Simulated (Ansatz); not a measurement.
## Carrier properties of BaF2 (Fm-3m)

```xyz
3
Lattice="0.0000 3.0687 3.0687 3.0687 0.0000 3.0687 3.0687 3.0687 0.0000" Properties=species:S:1:pos:R:3 pbc="T T T"
Ba     0.0000     0.0000     0.0000
F      1.5344     1.5344     1.5344
F      4.6031     4.6031     4.6031
```

All values below come from PBEsol, rigid bands (plane waves, PAW, scalar-relativistic; Ansatz, a first-principles code). Geometry: cell and atoms relaxed with PBEsol.

```
Property                                            Value
--------------------------------------------  -----------
band gap                                          6.83 eV
electron conductivity mass (300 K, dilute)        0.49 mₑ
hole conductivity mass (300 K, dilute)             4.4 mₑ
effective density of states N_c (300 K)       8.6e18 cm⁻³
effective density of states N_v (300 K)       2.8e21 cm⁻³
density-of-states mass, electrons                 0.49 mₑ
density-of-states mass, holes                       23 mₑ
Seebeck coefficient, n-type 1e19 cm⁻³, 300 K    -210 μV/K
Seebeck coefficient, p-type 1e19 cm⁻³, 300 K     684 μV/K
```

Rigid bands; masses and Seebeck coefficients take one relaxation time τ for all states and one kind of carrier; polarons and phonon drag are left out. Spin-orbit coupling is left out; where it splits the top of the valence band, N_v and the p-type Seebeck coefficient come out somewhat high without it.
